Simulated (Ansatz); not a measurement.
The reference is BaTiO3 in the cubic perovskite structure (space group Pm-3m, No. 221).

```xyz
5
Lattice="3.9944 0.0000 0.0000 0.0000 3.9944 0.0000 0.0000 0.0000 3.9944" Properties=species:S:1:pos:R:3 pbc="T T T"
Ba     0.0000     0.0000     0.0000
Ti     1.9972     1.9972     1.9972
O      0.0000     1.9972     1.9972
O      1.9972     1.9972     0.0000
O      1.9972     0.0000     1.9972
```

Level of theory: r2SCAN/PAW in Ansatz (a first-principles code), no spin-orbit coupling, earlier PAW set.

For the base:

```
Property               Value
-------------------  -------
Band gap             2.18 eV
Lattice parameter a  3.994 Å
```

The change: full substitution Ti → Hf; the structure is relaxed again.

Tabulated Pauling electronegativity and covalent radius: Ti 1.54, 1.60 Å; Hf 1.30, 1.75 Å.

### Question
What does the calculation give for the band gap, electron mass and lattice parameter a after the change?

### Answer
The band gap grows by 2.02 eV to 4.20 eV; the electron mass (degenerate bands, along [100]) is 0.35, 0.35, 2.3 mₑ (at Γ); the lattice parameter a rises by 0.183 Å to 4.177 Å.

With Hf present, leaving out spin-orbit coupling can change the band edges. Masses are band curvatures over ±0.01 Å⁻¹ around the edge. Whether these cells are dynamically stable was not tested. All final runs are without spin polarisation. Many cubic perovskites are stable only at high temperature; tilts and polar distortions were not tested. This is not the structure that BaTiO3 has at room temperature and ambient pressure.
